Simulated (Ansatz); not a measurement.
The parent structure is CdS in the wurtzite structure (space group P6_3mc, No. 186; a = 4.1235 Å, c = 6.7111 Å). Axes: x lies along a and z along c of the hexagonal cell.

Level of theory: Kohn–Sham DFT with the PBEsol functional, run in Ansatz (a quantum-chemistry and plane-wave program) with PAW and 420 eV plane waves, no spin-orbit coupling.

It is then changed as follows: uniaxial strain ε_xx = −1.54 %, all other strain components held at zero, atoms relaxed at fixed cell.

Predict the stress tensor and what it implies for the stiffness.

Stress of the strained cell less that of the base (GPa, compression positive):
```
   1.35    0.00    0.00
   0.00    0.85    0.00
   0.00    0.00    0.71
```

Then −Δσ_ii/ε with ε = -0.0154 gives secant stiffness values (nonlinear terms included at this strain): C11 ≈ 88 GPa, C12 ≈ 55 GPa and C13 ≈ 46 GPa.

Whether these cells are dynamically stable was not tested.
